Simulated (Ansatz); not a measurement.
The starting structures come from a database of crystals and need not be the phases stable at ambient conditions.

Input:

```yaml
crystal:
  lattice:
    - [6.88295, 0.00000, 0.00000]
    - [0.00000, 7.41942, 0.00000]
    - [3.44148, 3.70048, 3.70970]
  atoms:
    - { symbol: K, position: [0.24834, 0.00000, 0.00000] }
    - { symbol: K, position: [0.99834, 0.50000, 0.00000] }
    - { symbol: H, position: [0.60129, 0.57186, 0.55654] }
    - { symbol: H, position: [0.15783, 0.42814, 0.44346] }
    - { symbol: H, position: [0.47969, 0.07186, 0.29974] }
    - { symbol: H, position: [0.77943, 0.92814, 0.70026] }
    - { symbol: P, position: [0.76551, 0.00000, 0.00000] }
    - { symbol: P, position: [0.51551, 0.50000, 0.00000] }
    - { symbol: O, position: [0.48171, 0.26678, 0.30114] }
    - { symbol: O, position: [0.78285, 0.73322, 0.69886] }
    - { symbol: O, position: [0.79963, 0.76678, 0.16530] }
    - { symbol: O, position: [0.96493, 0.23322, 0.83470] }
    - { symbol: O, position: [0.29646, 0.56754, 0.16264] }
    - { symbol: O, position: [0.45910, 0.43246, 0.83736] }
    - { symbol: O, position: [0.77664, 0.06754, 0.70228] }
    - { symbol: O, position: [0.47892, 0.93246, 0.29772] }
```

Space group of this cell: Fdd2. The cell is taken as given; by r2SCAN its mean pressure is 1.5 GPa.

Transport runs along the normal of the first two printed cell vectors.

The gap is the functional's own, uncorrected, and κ follows it; spin-orbit coupling is left out. Mid-gap values are interpolated between the computed energies.

Predict the band gap and the smallest decay constant κ at mid-gap from r2SCAN (Ansatz, an electronic-structure program).

Gap 6.40 eV on a 8×8×8 mesh; κ = 0.504 1/Å, at the zone centre.
